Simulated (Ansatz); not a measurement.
**NiO: point defects**

The reference is an 8-atom supercell of NiO in the rock salt structure (space group Fm-3m, No. 225; ferromagnetic) at its relaxed geometry.

```
CELL_PARAMETERS angstrom
     -4.11721     0.00000     0.00000
      0.00000     0.00000     4.11721
      0.00000     4.11721     0.00000
ATOMIC_POSITIONS crystal
  O  0.00000 0.00000 0.00000
  O  0.50000 0.00000 0.50000
  O  0.50000 0.50000 0.00000
  O  0.00000 0.50000 0.50000
  Ni 0.50000 0.50000 0.50000
  Ni 0.00000 0.50000 0.00000
  Ni 0.00000 0.00000 0.50000
  Ni 0.50000 0.00000 0.00000
```

One neutral defect a cell, atoms relaxed at fixed cell.

Method: plane-wave PAW DFT at the PBEsol level (Ansatz, a first-principles code, 420 eV), no spin-orbit coupling, earlier PAW set.

```json
[
 {"case": "perfect supercell", "largest displacement of a host atom from its site in the perfect cell": "–", "pressure": "0.0 GPa"},
 {"case": "Sn on a Ni site, symmetric start", "largest displacement of a host atom from its site in the perfect cell": "0.00 Å", "pressure": "37.0 GPa"},
 {"case": "O interstitial (started 1.61 Å from the nearest host atom)", "largest displacement of a host atom from its site in the perfect cell": "?", "pressure": "?"},
 {"case": "O on a Ni site (antisite), symmetric start", "largest displacement of a host atom from its site in the perfect cell": "0.00 Å", "pressure": "-10.6 GPa"}
]
```

Problem. Complete the table.

Solution. 
- O interstitial (started 1.61 Å from the nearest host atom), largest displacement of a host atom from its site in the perfect cell: 0.60 Å
- O interstitial (started 1.61 Å from the nearest host atom), pressure: 36.5 GPa

In so small a cell the defect repeats every few ångströms: this is an ordered compound, not a dilute defect. Defects with a symmetric start kept the site's symmetry and may sit on a saddle; the others started slightly shaken. Seeded moments were not kept for O interstitial (started 1.61 Å from the nearest host atom) and O on a Ni site (antisite). No Hubbard U is applied and the magnetic state is the run's own (Ni3SnO4 magnetic; NiO ferromagnetic; Ni4O5 without a net moment; Ni3O5 without a net moment); small cells can't hold the antiferromagnetic order that many such compounds have, so gaps and moments can be off. In its common phase, real NiO is an antiferromagnetic insulator at low temperature.
